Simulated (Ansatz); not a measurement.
## A short convergence ladder for CaIr₂ (Fd-3m, 6 atoms in the cell)

```yaml
crystal:
  lattice:
    - [0.00000, 3.79002, 3.79002]
    - [3.79002, 0.00000, 3.79002]
    - [3.79002, 3.79002, 0.00000]
  atoms:
    - { symbol: Ca, position: [0.25000, 0.25000, 0.25000] }
    - { symbol: Ca, position: [0.00000, 0.00000, 0.00000] }
    - { symbol: Ir, position: [0.62500, 0.62500, 0.62500] }
    - { symbol: Ir, position: [0.12500, 0.62500, 0.62500] }
    - { symbol: Ir, position: [0.62500, 0.62500, 0.12500] }
    - { symbol: Ir, position: [0.62500, 0.12500, 0.62500] }
```

Base method: LDA (PW92), default PAW files made with PBE (plane waves; Ansatz, a quantum-chemistry and plane-wave program).

Base settings: basis.ecutwfc = 420 eV; kpoints.mp_grid.grid = 8 8 8; hamiltonian.xc = lda; hamiltonian.pseudopotentials = {kind: paw} (the program's default PAW files); scf.occupations.method = fermi_dirac; scf.occupations.width = 0.1 eV.

Core times come from one kind of shared machine, to one figure; runs under 30 s give none.

**Zone-centre phonons against the cutoff**

In this ladder: phonons.method = dfpt.

The mesh stays at the base's, so the ladder's end is converged at best in this setting alone.

Frequencies are those of the unrelaxed cell, without the LO-TO term of polar crystals.

Only quantities that move along the ladder and can be compared are tabulated.

| basis.ecutwfc | highest zone-centre frequency (cm⁻¹) | lowest optical frequency (cm⁻¹) | core time / last (rough) |
|---|---|---|---|
| 210 eV | 242.0 | 14.7 | 0.08 |
| 295 eV | 219.5 | 41.9 | 0.1 |
| 420 eV | 218.7 | 32.2 | 0.4 |
| 505 eV | 218.7 | 32.1 | 1 |

Coarsest basis.ecutwfc that holds the highest zone-centre frequency within 1 cm⁻¹ of the last step, with all finer ones: 295 eV, at about 0.1 of the last step's time; the step before is off by 23 cm⁻¹.

Coarsest basis.ecutwfc that holds the lowest optical frequency within 2 cm⁻¹ of the last step, with all finer ones: 420 eV, at about 0.4 of the last step's time; the step before is off by 9.8 cm⁻¹.

On the base run: the starting cell comes from a database of computed structures (which also holds hypothetical and non-ambient phases and stackings), without a prior relaxation at this level. Its lattice was rescaled by up to half a per cent. Spin polarisation is off. In the base run, with a pressure of about -10 GPa the cell is away from its equilibrium volume at this level.

Keys are those of Ansatz 0.2.
